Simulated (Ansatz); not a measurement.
## Response to strain in W

Base system: W in the bcc (W type) structure (space group Im-3m, No. 229; a = 3.135 Å; relaxed with 0.1 eV smearing). Axes: x, y, z lie along the cube axes.

Strains are applied to the cell and any free atomic positions relax.

Calculations: Ansatz (a first-principles code) LDA, scalar-relativistic without spin-orbit coupling.

Notes on the quantities. energy relative to the base: free energy F.

| uniaxial strain ε_zz (%) | energy relative to the base (meV/atom) |
|---|---|
| -3 | 26.1 |
| -2.5 | ? |
| -2 | 11.3 |
| -1.5 | 6.3 |
| -1 | 2.8 |
| -0.5 | 0.7 |
| 0 | 0.0 |

Task: Fit ΔE = Aε² + Bε³ (ε in %) to the rows shown and predict the withheld row.

Result: Least squares on the printed values gives A = 2.70 and B = -0.068 meV/atom (largest residual 0.0 meV/atom); this predicts 17.9 meV/atom, and the run gives 17.9 meV/atom, in agreement.

Whether these cells are dynamically stable was not tested. All final runs are without spin polarisation.
